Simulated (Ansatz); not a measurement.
Levels about the gap of amorphous Hf$_{18}$O$_{39}$Mo (58 atoms in a cell of 755 Å³, 8.65 g/cm³; zone centre alone, so wide bands show as single levels with stretches between that a denser mesh fills), at the geometry that PBE relaxed, where it gives 2.5 GPa on a denser mesh. The participation number counts the atoms over which a state spreads; weights are charges in smoothed Voronoi cells. The levels come from a single point, so bond lengths are those of that geometry. Method of the levels: PBE, scalar-relativistic without spin-orbit coupling (Ansatz, a program for electronic structure). Sampling: the zone centre alone; Fermi-Dirac width 0.02 eV; no spin polarisation. At PBE the levels at both edges of the gap are localised (band-tail or defect states), and the nearest spread-out levels lie 3.9 eV apart at the zone centre.

Preparation: random packing, a CHGNet melt and quench, and a DFT relaxation. O atoms were pushed apart under 1.9 Å during the dynamics, to hinder bonds among them. The hot cell started wider than the set density and was brought back towards it in steps. It is the lowest in DFT energy of 2 quenches. It is a model cell: composition and starting density were chosen by hand, and all elements were melted together. No dispersion term was used. Its density started from a set value of 8.65 and ended at 8.65 g/cm³. The simulated quench (nominally 450 K/ps over its main leg) is rapid and tends to freeze in more defects than a deposited or slowly cooled glass has. Values belong to this one cell and scatter from quench to quench. The volume was held where the preparation left it and the shape relaxed, at a PBE pressure of 2.5 GPa. Stress components on the final sampling reach 2.6 GPa.

```json
[
 {"E - E(highest filled), eV": "-0.48", "filling": "filled", "participation number": "14.8", "largest on": "O, 2 neighbours", "weight O": "0.94", "weight Mo": "0.00", "weight Hf": "0.06"},
 {"E - E(highest filled), eV": "-0.36", "filling": "filled", "participation number": "14.6", "largest on": "O, 2 neighbours", "weight O": "0.94", "weight Mo": "0.00", "weight Hf": "0.05"},
 {"E - E(highest filled), eV": "-0.34", "filling": "filled", "participation number": "19.5", "largest on": "O, 2 neighbours", "weight O": "0.94", "weight Mo": "0.00", "weight Hf": "0.05"},
 {"E - E(highest filled), eV": "-0.27", "filling": "filled", "participation number": "14.7", "largest on": "O, 2 neighbours", "weight O": "0.95", "weight Mo": "0.00", "weight Hf": "0.05"},
 {"E - E(highest filled), eV": "-0.17", "filling": "filled", "participation number": "9.8", "largest on": "O, 2 neighbours", "weight O": "0.95", "weight Mo": "0.00", "weight Hf": "0.05"},
 {"E - E(highest filled), eV": "-0.09", "filling": "filled", "participation number": "11.5", "largest on": "O, 2 neighbours", "weight O": "0.95", "weight Mo": "0.00", "weight Hf": "0.05"},
 {"E - E(highest filled), eV": "0.00", "filling": "filled", "participation number": "6.6", "largest on": "O, 3 neighbours", "weight O": "0.94", "weight Mo": "0.00", "weight Hf": "0.06"},
 {"E - E(highest filled), eV": "2.01", "filling": "empty", "participation number": "3.0", "largest on": "Mo, 5 neighbours", "weight O": "0.41", "weight Mo": "0.55", "weight Hf": "0.04"},
 {"E - E(highest filled), eV": "2.30", "filling": "empty", "participation number": "3.2", "largest on": "Mo, 5 neighbours", "weight O": "0.42", "weight Mo": "0.53", "weight Hf": "0.05"},
 {"E - E(highest filled), eV": "3.63", "filling": "empty", "participation number": "7.3", "largest on": "Mo, 5 neighbours", "weight O": "0.41", "weight Mo": "0.33", "weight Hf": "0.27"},
 {"E - E(highest filled), eV": "3.84", "filling": "empty", "participation number": "16.3", "largest on": "Hf, 6 neighbours", "weight O": "0.43", "weight Mo": "0.06", "weight Hf": "0.51"},
 {"E - E(highest filled), eV": "4.02", "filling": "empty", "participation number": "11.3", "largest on": "Mo, 5 neighbours", "weight O": "0.40", "weight Mo": "0.26", "weight Hf": "0.34"},
 {"E - E(highest filled), eV": "4.17", "filling": "empty", "participation number": "23.1", "largest on": "Mo, 5 neighbours", "weight O": "0.40", "weight Mo": "0.12", "weight Hf": "0.48"},
 {"E - E(highest filled), eV": "4.28", "filling": "empty", "participation number": "27.8", "largest on": "Hf, 6 neighbours", "weight O": "0.44", "weight Mo": "0.05", "weight Hf": "0.51"}
]
```

Most localised among these is the empty level at +2.01 eV, on a Mo atom, which has 5 neighbours (O 1.77 Å, O 1.78 Å, O 1.80 Å, O 1.85 Å, O 2.38 Å).
